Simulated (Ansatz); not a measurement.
**Co$_{3}$C (space group Pnma, No. 62; ferromagnetic; a cell from a computed database, its experimental status unchecked)**

```cif
data_C4Co12
_chemical_formula_sum 'Co12 C4'
_space_group_name_H-M_alt 'Pnma'
_space_group_IT_number 62
_space_group_name_Hall '-P 2ac 2n'
_cell_length_a 4.87252
_cell_length_b 6.60022
_cell_length_c 4.36195
_cell_angle_alpha 90.000
_cell_angle_beta 90.000
_cell_angle_gamma 90.000
loop_
_space_group_symop_operation_xyz
  'x, y, z'
  '-x, -y, -z'
  '-x+1/2, -y, z+1/2'
  'x+1/2, y, -z+1/2'
  'x+1/2, -y+1/2, -z+1/2'
  '-x+1/2, y+1/2, z+1/2'
  '-x, y+1/2, -z'
  'x, -y+1/2, z'
loop_
_atom_site_label
_atom_site_type_symbol
_atom_site_symmetry_multiplicity
_atom_site_Wyckoff_symbol
_atom_site_fract_x
_atom_site_fract_y
_atom_site_fract_z
_atom_site_occupancy
Co1 Co 8 d 0.18129 0.06927 0.33032 1
Co2 Co 4 c 0.03779 0.25000 0.84523 1
C1 C 4 c 0.38141 0.25000 0.05482 1
```

Level of theory: PBEsol, PAW, 420 eV (Ansatz, a program for electronic structure; scalar-relativistic without spin-orbit coupling). k-mesh 8×6×9 (Γ-centred); smearing 0.05 eV (Fermi–Dirac).

```yaml
volume_per_atom: 8.77 Å³
density: 8.94 g/cm³
band_gap: zero
magnetic_state: ferromagnetic
total_energy: -3881.362 eV/atom (σ→0; compares only within this code and set-up)
```

Other magnetic orders, which the real material may have, were not ruled out. No phonon test of stability was made.
